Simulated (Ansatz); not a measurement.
The starting structures come from a database of crystals and need not be the phases stable at ambient conditions.

 Where the default PAW files enter, the runs use the earlier of Ansatz's two default sets.

Evanescent states of Sr(MgBi)2 (P-3m1, not sure to be the ambient phase, 5 atoms a cell, 32.3 Å³ an atom) along the normal of (001)

Computed with r2SCAN (plane waves, PAW; Ansatz, an electronic-structure program).

The gap is the functional's own. No spin-orbit coupling. Mid-gap values are interpolated on the energy grid.

Energies count from the valence-band top; κ is the least over a 12×12 mesh across the current.

```
E (eV)  κ (1/Å)  where
------  -------  -----
0.04      0.029      Γ
0.10      0.042      Γ
0.17      0.050      Γ
0.24        ___      Γ
0.32        ___      Γ
0.39        ___      Γ
0.46        ___      Γ
0.53        ___      Γ
0.59        ___      Γ
0.67        ___      Γ
0.73        ___      Γ
0.81        ___      Γ
0.88      0.051      Γ
0.94      0.043      Γ
1.01      0.030      Γ
```

Question: Some entries are withheld; supply them.

Answer: 
- 0.24, κ (1/Å): 0.056
- 0.32, κ (1/Å): 0.061
- 0.39, κ (1/Å): 0.064
- 0.46, κ (1/Å): 0.065
- 0.53, κ (1/Å): 0.066
- 0.59, κ (1/Å): 0.066
- 0.67, κ (1/Å): 0.064
- 0.73, κ (1/Å): 0.061
- 0.81, κ (1/Å): 0.057
